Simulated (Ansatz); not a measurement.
# Zr under a change: uniaxial strain ε_xx = −3.00 %

The parent structure is Zr in the hcp (Mg type) structure (space group P6_3/mmc, No. 194; a = 3.1825 Å, c = 5.1235 Å; relaxed with 0.1 eV smearing). Axes: x lies along a and z along c of the hexagonal cell.

The change: uniaxial strain ε_xx = −3.00 %, all other strain components held at zero, atoms relaxed at fixed cell.

Calculations: Kohn–Sham DFT with the PBEsol functional, run in Ansatz (a quantum-chemistry and plane-wave program) with PAW and 420 eV plane waves, no SOC. Γ-centred 21×21×11 mesh, Fermi–Dirac width 0.1 eV.

| quantity | base | changed | shift |
|---|---|---|---|
| space group | P6_3/mmc (No. 194) | Cmcm (No. 63) | – |
| shortest interatomic distance | 3.153 Å | 3.087 Å | -0.066 Å |
| energy relative to the base (free energy F) | 0 meV/atom | +8.6 meV/atom | +8.6 meV/atom |
| pressure (mean of the normal stresses, compression positive) | 0.0 GPa | 2.9 GPa | +2.9 GPa |
| band gap | zero | zero | – |
| largest internal atomic displacement | – | 0.057 Å | – |
| stress (xx, yy, zz, yz, xz, xy; compression positive) | – | (4.1, 2.5, 2.2, 0.0, 0.0, 0.0) GPa | – |

Cost of the whole job for the changed cell (relaxation, final SCF and bands): around 60 core-seconds (rough).

Stability against distortions was not tested. The final runs are not spin-polarised.
